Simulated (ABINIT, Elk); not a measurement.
An Elk input for a self-consistent single point of AlP (F-43m, 2 atoms in the cell) (DFT, PBE, all-electron FP-LAPW, Elk's shipped species files, APW+lo basis with extra local orbitals):

```
tasks
  0

xctype
  20

rgkmax
  8.0

gmaxvr
  14.0

nxlo
  2

lorbcnd
  .true.

lmaxi
  3

stype
  3

swidth
  0.00183747

avec
    0.0000000000    5.0879515303    5.0879515303
    5.0879515303    0.0000000000    5.0879515303
    5.0879515303    5.0879515303    0.0000000000

atoms
  2   : nspecies
  'Al.in'   : spfname
  1   : natoms; atposl, bfcmt below
  0.0000000000  0.0000000000  0.0000000000    0.0 0.0 0.0
  'P.in'   : spfname
  1   : natoms; atposl, bfcmt below
  0.7500000000  0.7500000000  0.7500000000    0.0 0.0 0.0

ngridk
  9 9 9
```

Q: Translate this input to ABINIT.

A: One input that does it (others would too):

```
# AlP, PseudoDojo nc-sr-05 PBE standard
pp_dirpath "./"
pseudos "Al.upf, P.upf"
acell 7.1954500588 7.1954500588 7.1954500588
rprim
         0.0000000000    0.7071067812    0.7071067812
         0.7071067812   -0.0000000000    0.7071067812
         0.7071067812    0.7071067812    0.0000000000
natom 2
ntypat 2
znucl 13 15
typat 1 2
xcart
         0.0000000000    0.0000000000    0.0000000000
         7.6319272954    7.6319272954    7.6319272954
ecut 599 eV
occopt 3
tsmear 0.00183747
nband 9
kptopt 1
ngkpt 9 9 9
nshiftk 1
shiftk 0 0 0
nstep 50
toldfe 1.0e-09
prtwf 0
prtden 0
```

Basis settings and potentials, where a program has them, do not carry over. This input uses DFT, PBE, plane waves, norm-conserving pseudopotentials (PseudoDojo nc-sr-05 PBE standard). Both were run: gap on the mesh 1.541 eV in Elk and 1.575 in ABINIT.

On Elk: the starting cell comes from a database of computed structures (which also holds hypothetical and non-ambient phases and stackings), without a prior relaxation at this level. Its lattice was rescaled by a random factor within 2.5 % of one. Values depend on the basis (sphere radii, cutoffs, local orbitals), which need not be converged.

On ABINIT: the starting cell comes from a database of computed structures (which also holds hypothetical and non-ambient phases and stackings), without a prior relaxation at this level. Its lattice was rescaled by a random factor within 2.5 % of one. With a pressure of about 6 GPa the cell is away from its equilibrium volume at this level.
